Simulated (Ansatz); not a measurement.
## BP: strain along the normal

BP (zinc blende, F-43m, 11.545 Å³/atom at rest) under an equal strain ε in the (111) plane with the normal axis free, as in a coherent film. PBEsol in Ansatz, a plane-wave DFT program (PAW, default set), 420 eV, 13×13×13 Γ-centred mesh, Fermi-Dirac smearing 0.05 eV; ions are relaxed within the symmetry of each cell.

Here s stands for strain and y for normal strain.

```
strain (%)  normal strain (%)
----------  -----------------
-1.25                    0.27
-0.83                    0.18
-0.42                    0.09
0.00                     0.00
0.42                    -0.09
0.83                    -0.18
1.25                    -0.26
2.50                        ?
```

Problem. Fit y against s with a straight line, and predict the withheld value at s = 2.50.

Solution. Means: s 0, y 0.001. About the means, the sum of products is -1.0369 and the sum of squares of s is 4.8556; the slope is their ratio. Least squares gives y = 0.001 - 0.2135·s. Residuals (row less fit): 0.002, 0.002, -0.001, -0.001, -0.001, -0.004, 0.006; standard error 0.003 (degrees of freedom: 5). The slope, -0.21 ± 0.00, is the elastic response of the normal axis. At the withheld row, y = 0.001 - 0.2135 × 2.50 = -0.533%. The calculation gives -0.50%, 0.033% above the prediction (4.3 % of the range of y in the table). The row lies outside the fitted rows, so this is an extrapolation. The fitted rows scatter only by rounding.

One order more, fitted to all 13 runs of the series, follows each within 0.01, so the miss is the next term of a smooth law. Rows are the converged runs of the series near zero and its far end; series whose fitted rows scatter by over a few per cent of the range, as at a crossing or softening among them, aren't shown in this form. Most that stay on the fit to the last digits aren't either.
